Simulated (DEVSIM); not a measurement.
Device: Pt/SiO2/p-Si capacitor, at 300 K.

| layer (left to right) | material | thickness (nm) | Na (cm⁻³) |
|---|---|---|---|
| 1 | SiO2 | 3.90 | - |
| 2 | Si | 550 | 1.1e18 |

Metal gate on the left, work function 5.6 eV. Fixed charge at the semiconductor interface 6e10 cm⁻² (in units of +e); no interface traps.

The device is made up for the run: typed textbook-type constants, with dimensions and the other settings drawn at random. Values at 300 K.

```
parameter      SiO2       Si
-------------  ----  -------
gap (eV)          9    1.124
affinity (eV)   0.9     4.05
permittivity    3.9     11.7
Nc (cm⁻³)         -  2.86e19
Nv (cm⁻³)         -   3.1e19
```

Simulated with DEVSIM: 1D Poisson equation in equilibrium, Boltzmann statistics, complete ionisation; no quantum confinement or tunnelling. Metal contacts follow the ideal Schottky-Mott rule: no Fermi-level pinning, no interface dipoles.

The SiO2 thickness was swept, all else fixed.

| SiO2 thickness (μm) | threshold voltage (band bending 2φF) (V) | minimum of the low-frequency capacitance (μF/cm²) | capacitance of the dielectric stack (μF/cm²) |
|---|---|---|---|
| 0.0016 | 1.73 | 0.293 | 2.16 |
| 0.0021 | 1.82 | 0.281 | 1.64 |
| 0.0027 | 1.92 | 0.269 | 1.28 |
| 0.0033 | 2.02 | 0.258 | 1.05 |
| 0.0039 | 2.12 | 0.247 | 0.885 |
| 0.0047 | 2.26 | 0.232 | 0.735 |

From the first row to the last the threshold voltage (band bending 2φF) goes from 1.73 to 2.26. From the first row to the last the minimum of the low-frequency capacitance goes from 0.293 to 0.232.
